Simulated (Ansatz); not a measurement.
1T (CdI2-type) PtTe2, treated with PBE-D4 in Ansatz (plane waves, PAW).

Rigid layers of the crystal as relaxed at this level are moved apart or together:

| run | k mesh | layer repeat (Å) | energy against free layers (meV/Å²) | gap on the mesh (eV) |
|---|---|---|---|---|
| 1 | 12×12×8 | 4.92 | -45.71 | 0.000 |
| 2 | 12×12×8 | 5.07 | -47.78 | 0.000 |
| 3 | 12×12×8 | 5.22 | -46.98 | 0.000 |
| 4 | 12×12×6 | 5.42 | -43.25 | 0.000 |
| 5 | 12×12×6 | 5.72 | -36.30 | 0.000 |
| 6 | 12×12×6 | 6.22 | -25.13 | 0.000 |
| 7 | 12×12×6 | 7.22 | -12.07 | 0.319 |
| 8 | 12×12×4 | 9.22 | -2.80 | 0.823 |

The lowest energy of these points lies at a layer repeat of 5.07 Å.

Spin–orbit coupling is not included.

Ansatz is a program for electronic structure.
